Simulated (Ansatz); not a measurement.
An Ansatz (a first-principles code) input (PBE in Ansatz (plane waves to 420 eV, PAW, scalar-relativistic without spin-orbit coupling)):

Ansatz 0.2 input:
```yaml
crystal:
  lattice:
    - [0, 2.1268735186, 2.1268735186]
    - [2.1268735186, 0, 2.1268735186]
    - [2.1268735186, 2.1268735186, 0]
  atoms:
    - { symbol: O, position: [0, 0, 0] }
    - { symbol: Mg, position: [0.5, 0.5, 0.5] }
basis: { ecutwfc: 420, ecutrho_ratio: 4, xc_grid: 2, fft_grid_basis: typed }
kpoints: { mp_grid: { grid: [13, 13, 13] } }
hamiltonian:
  xc: pbe
  dispersion: none
  pseudopotentials: { kind: paw }
scf: { occupations: { method: fermi_dirac, width: 0.05 }, convergence: { dr2_threshold: 0.0000000002 } }
output: { forces: true, stress: true }
checkpoint: { write: state.ck, write_every: 1000 }
```

**Question.** Which symmetry and how many k-points will the program report, and about how many plane waves at Γ?

**Answer.** Space group Fm-3m (ITA 225) with 48 operations, k-points 84 of 2197, and 339 plane waves at Γ.

No phonon test of stability was made. The cell is MgO in the rock salt structure (space group Fm-3m, No. 225).
